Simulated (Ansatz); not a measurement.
**HfO2 under a change: pressure 0.7 GPa**

Consider HfO$_{2}$ (space group P4_2/nmc, No. 137; a = 3.577 Å, c = 5.204 Å).

Modification: cell and atoms relaxed at a pressure of 0.7 GPa.

Computed with r2SCAN/PAW in Ansatz (a quantum-chemistry and plane-wave program), no spin-orbit coupling, earlier PAW set. Γ-centred 9×9×7 mesh, Fermi–Dirac width 0.05 eV.

```json
[
 {"quantity": "density", "base": "10.50 g/cm³", "changed": "10.54 g/cm³", "shift": "+0.04 g/cm³"},
 {"quantity": "c/a ratio", "base": "1.455", "changed": "1.453", "shift": "-0.0014"},
 {"quantity": "shortest interatomic distance", "base": "2.059 Å", "changed": "2.059 Å", "shift": "0.000 Å"},
 {"quantity": "enthalpy H = E + PV relative to the base's energy", "base": "–", "changed": "+0.05 eV/atom", "shift": "–"},
 {"quantity": "band gap", "base": "5.27 eV", "changed": "5.27 eV", "shift": "0.00 eV"},
 {"quantity": "gap character", "base": "indirect, Z → Γ", "changed": "indirect, Z → Γ", "shift": "–"},
 {"quantity": "smallest direct gap", "base": "5.34 eV", "changed": "5.34 eV", "shift": "0.00 eV"},
 {"quantity": "width of the top valence band", "base": "0.98 eV", "changed": "0.98 eV", "shift": "+0.005 eV"},
 {"quantity": "electron mass", "base": "1.0 mₑ along c, 0.89 mₑ across (at Γ)", "changed": "1.0 mₑ along c, 0.89 mₑ across (at Γ)", "shift": "–"}
]
```

Final structure:

```
HfO2
1.0
    3.57382     0.00000     0.00000
    0.00000     3.57382     0.00000
    0.00000     0.00000     5.19409
Hf O
2 4
Direct
  0.00000   0.00000   0.00000
  0.50000   0.50000   0.50000
  0.00000   0.50000   0.19685
  0.00000   0.50000   0.69685
  0.50000   0.00000   0.30315
  0.50000   0.00000   0.80315
```

Cost of the whole job for the changed cell (relaxation, final SCF and bands): around 2.2 core-minutes (rough).

With Hf present, leaving out spin-orbit coupling can change the band edges. Load acts through the strain it causes; cell and atoms are relaxed under it. Masses are band curvatures over ±0.01 Å⁻¹ around the edge. Whether these cells are dynamically stable was not tested. This is not the structure that HfO2 has at room temperature and ambient pressure.
